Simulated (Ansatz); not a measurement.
# Ge2Sb2Te5 (model structure, P3m1, No. 156, 9 atoms in the cell)

Method: r²SCAN+SOC (plane waves, PAW; Ansatz, a program for electronic structure).

Numerical settings: plane-wave cutoff 560 eV, 6×6×2 k mesh (along the axes of the cell as run), Fermi–Dirac smearing 0.01 eV, PAW data made under PBE.

Cell (relaxed with PBE-D3(BJ)):

```cif
data_Ge2Sb2Te5
_chemical_formula_sum 'Te5 Sb2 Ge2'
_space_group_name_H-M_alt 'P 1'
_space_group_IT_number 1
_cell_length_a 4.24565
_cell_length_b 4.24565
_cell_length_c 17.31708
_cell_angle_alpha 90.000
_cell_angle_beta 90.000
_cell_angle_gamma 120.000
loop_
_space_group_symop_operation_xyz
  'x, y, z'
loop_
_atom_site_label
_atom_site_type_symbol
_atom_site_fract_x
_atom_site_fract_y
_atom_site_fract_z
_atom_site_occupancy
Te1 Te 0.00000 0.00000 0.99676 1
Sb1 Sb 0.33333 0.66667 0.09788 1
Te2 Te 0.66667 0.33333 0.20849 1
Sb2 Sb 0.00000 0.00000 0.32617 1
Te3 Te 0.33333 0.66667 0.42451 1
Te4 Te 0.66667 0.33333 0.57453 1
Ge1 Ge 0.00000 0.00000 0.65719 1
Te5 Te 0.33333 0.66667 0.78587 1
Ge2 Ge 0.66667 0.33333 0.86978 1
```

```json
{
  "band_gap": "0.14 eV (on the SCF k mesh)",
  "Γ–Γ gap": "0.39 eV"
}
```

Note: the relaxation could raise the start's symmetry but not lower it, so the cell can be a saddle point; cell and atoms aren't relaxed at this level (largest force component 0.43 eV/Å, pressure 0.8 GPa).

Cost on a shared machine: roughly 5 core-minutes.

A model structure was made by putting elements into a prototype or built by hand; it is no filed structure, need not be a known phase, and can be a saddle point held by its symmetry.
